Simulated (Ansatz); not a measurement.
Ga on the N site (Ga_N) in wurtzite GaN: one set of geometries, relaxed with PBE, evaluated in Ansatz (PAW, plane waves to 420 eV, 500 eV under r2SCAN) with PBE, r2SCAN.

Details: 192-site cell; 2×2×2 shifted k-points; start: the N site; charged states image-corrected; corrections reach 2.2 eV, so highly charged states may be off by several tenths; flagged in the runs: a host whose relaxation on this sampling wasn't shown to rest, a strain field that reaches the edge of the cell.

| quantity | PBE | r2SCAN |
|---|---|---|
| host gap (eV) | 1.71 | 2.11 |
| ε(+4/+3) above the VBM (eV), not thermodynamic with PBE | 0.49 | not settled |
| ε(+3/+2) above the VBM (eV), not thermodynamic with PBE | 0.26 | 0.26 |
| ε(+2/+1) above the VBM (eV) | 0.63 | 0.64 |
| ε(+1/0) above the VBM (eV) | 1.36 | 1.55 |
| largest moment on one atom at charge +3 (μB) | 0.14 | 0.15 |
| largest moment on one atom at charge +2 (μB) | 0.26 | 0.27 |
| largest moment on one atom at charge +1 (μB) | 0.36 | 0.38 |
| neutral formation energy against alpha gallium, N2 molecule in a box (eV) | 6.50 | 6.50 |
| largest moment on one atom at charge 0 (μB) | 0.20 | 0.21 |

PBE narrows the gap by 0.40 eV against r2SCAN, the highest level run, and puts the levels shown 0.067 eV lower above the valence-band maximum on average (from the rounded values).

Ansatz is a quantum-chemistry and plane-wave program.
